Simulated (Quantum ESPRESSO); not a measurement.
Quantum ESPRESSO run on Sr3Ca (Pm-3m, 4 atoms in the cell): self-consistent single point.

Level of theory: LDA (PW92), PseudoDojo standard norm-conserving (LDA) pseudopotentials (plane waves; Quantum ESPRESSO).

```
Sr3Ca
1.0
    5.98875     0.00000     0.00000
    0.00000     5.98875     0.00000
    0.00000     0.00000     5.98875
Sr Ca
3 1
Direct
  0.00000   0.50000   0.50000
  0.50000   0.00000   0.50000
  0.50000   0.50000   0.00000
  0.00000   0.00000   0.00000
```

Reference input (self-consistent single point, DFT, PBEsol, plane waves, PseudoDojo standard norm-conserving (PBESOL) pseudopotentials): ecutwfc = 70 Ry; occupations = smearing; smearing = gauss; degauss = 0.0099958 Ry; potentials = {Sr: Sr.upf, Ca: Ca.upf}; K_POINTS = automatic 4 4 4 0 0 0; conv_thr = 1e-09 Ry; mixing_beta = 0.5. This run's input differs from it in these lines:

```diff
@@ -13,3 +13,3 @@
     ntyp = 2,
-    ecutwfc = 70,
+    ecutwfc = 75,
     occupations = 'smearing',
```

Its files differ too (potentials: PseudoDojo standard norm-conserving (LDA)).

Output, abridged:

```
     Self-consistent Calculation

     iteration #  1     ecut=    75.00 Ry     beta= 0.50

     Threshold (ethr) on eigenvalues was too large:
     Diagonalizing with lowered threshold

     total energy              =    -282.95369249 Ry
     estimated scf accuracy    <       0.00443876 Ry

     iteration #  2     ecut=    75.00 Ry     beta= 0.50

     total energy              =    -282.95416180 Ry
     estimated scf accuracy    <       0.00103498 Ry

     iteration #  3     ecut=    75.00 Ry     beta= 0.50

     total energy              =    -282.95424888 Ry
     estimated scf accuracy    <       0.00013002 Ry

   [... 3 blocks of this kind left out ...]

     iteration #  7     ecut=    75.00 Ry     beta= 0.50

     total energy              =    -282.95427531 Ry
     estimated scf accuracy    <          8.6E-09 Ry

     iteration #  8     ecut=    75.00 Ry     beta= 0.50
     End of self-consistent calculation

     the Fermi energy is     4.6250 ev

!    total energy              =    -282.95427531 Ry
     estimated scf accuracy    <          1.4E-10 Ry
     smearing contrib. (-TS)   =      -0.00364674 Ry
     internal energy E=F+TS    =    -282.95062857 Ry

     convergence has been achieved in   8 iterations

     Forces acting on atoms (cartesian axes, Ry/au):

     atom    1 type  1   force =     0.00000000    0.00000000    0.00000000
   [... zero for the other atoms too ...]

     Total force =     0.000000     Total SCF correction =     0.000000

          total   stress  (Ry/bohr**3)                   (kbar)     P=      -17.74
  -0.00012057   0.00000000   0.00000000          -17.74        0.00        0.00
   0.00000000  -0.00012057   0.00000000            0.00      -17.74        0.00
   0.00000000   0.00000000  -0.00012057            0.00        0.00      -17.74

   JOB DONE.
```

The run converged in 8 iterations. Against the reference run the pressure goes from -1.03 to -1.77 GPa.

The starting cell comes from a database of computed structures (which also holds hypothetical and non-ambient phases and stackings), without a prior relaxation at this level.

Cost on one core of a shared machine: roughly 60 s.
